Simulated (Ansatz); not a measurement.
The reference is Ge in the diamond structure (space group Fd-3m, No. 227; a = 5.676 Å).

Calculations: PBEsol in Ansatz (plane waves to 420 eV, PAW, without spin-orbit coupling).

Before the change:

The pressure is 0.0 GPa.

The change: every lattice vector is stretched by 1.00 %; the atoms relax in the strained cell.

**Question.** Estimate the effect on the energy relative to the base.

**Answer.** The energy rises by 4.2 meV/atom.

**Question.** Estimate the effect on the pressure.

**Answer.** The pressure goes from zero to -1.9 GPa.

Whether these cells are dynamically stable was not tested.

Ansatz is a program for electronic structure.
